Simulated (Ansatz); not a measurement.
Start from AlCr$_{2}$C (space group P6_3/mmc, No. 194; a = 2.812 Å, c = 12.600 Å; non-magnetic).

All numbers come from PBEsol in Ansatz (plane waves to 420 eV, PAW, without spin-orbit coupling), earlier PAW set.

Base values:

- Volume per atom = 10.78 Å³

Modification: a hydrostatic pressure of 0.7 GPa.

### Question
Estimate the effect on the volume per atom.

### Answer
The volume per atom decreases by 0.037 Å³ (10.78 Å³ → 10.75 Å³).

Load acts through the strain it causes; cell and atoms are relaxed under it. Whether these cells are dynamically stable was not tested. Starting moments died away, wholly or in part, for the base; another magnetic solution may exist. The final runs are not spin-polarised.

Ansatz is a first-principles code.
